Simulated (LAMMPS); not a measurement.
Ta (bcc) at 3620 K and zero pressure, started from the melt, with several potentials, in cells of their own sizes.

Potentials compared:
- EAM-type CuTa.eam.alloy: classical MD, pair style eam/alloy, file CuTa.eam.alloy (LAMMPS); X. W. Zhou, R. A. Johnson,  H. N. G. Wadley, Phys. Rev. B, 69, 144113 (2004)
- MEAM library.meam-Ta: classical MD, pair style meam, file library.meam (library.meam-Ta) (LAMMPS); Baskes, Phys Rev B, 46, 2727-2742 (1992)
- SNAP Ta06A.snap: MD with a machine-learned potential, pair style snap, file Ta06A.snap (LAMMPS); Thompson, Swiler, Trott, Foiles and Tucker, arxiv.org, 1409.3880 (2014)

```csv
potential,state,volume,first peak of g(r),coordination number,self-diffusion coefficient of Ta (not corrected for cell size),mean phonon frequency,rough cost (ms per atom and simulated ps)
EAM-type CuTa.eam.alloy,liquid,19.712 ± 0.001 Å³/atom,"2.81 Å, height 2.3",13.4 (counted to 4.02 Å),(4.29 ± 0.06) × 10^-5 cm²/s,3.0 THz,1 to 3
MEAM library.meam-Ta,liquid,22.45 ± 0.01 Å³/atom,"2.71 Å, height 2.2",7.42 (counted to 3.46 Å),(4.2 ± 0.3) × 10^-5 cm²/s,3.6 THz,1 to 3
SNAP Ta06A.snap,liquid,19.664 ± 0.008 Å³/atom,"2.80 Å, height 2.3",12.8 (counted to 3.94 Å),(5.3 ± 0.3) × 10^-5 cm²/s,3.1 THz,100 to 300
```

Costs are rough: whole-run CPU time with set-up and analysis, from shared machines, in bands a factor of about three wide.

Caution: the potential MEAM library.meam-Ta is a first-neighbour MEAM set with a 4 Å cutoff, used here without a parameter file and away from the static properties it was fitted to.

Caution (rows MEAM library.meam-Ta; SNAP Ta06A.snap): a run this short can hold a crystal over, or a liquid under, the potential's own melting point, which these runs don't give.

States go by the mean squared displacement: a species diffuses where it passes 1.5 Å², still rises and gives D over 1e-6 cm²/s; a crystal has left its structure where atoms lie 0.35 Å off their sites on average or a cubic box changes its shape by 3 %, or the axial ratios of another lie 8 % off the starting cell's, which the potential's own relaxation can also do.

Errors of D are the spread over four groups of atoms in one short run; a floor of about 5 %, a picked value, is safer.

Uncertainties are statistical and leave out the potential's own error.
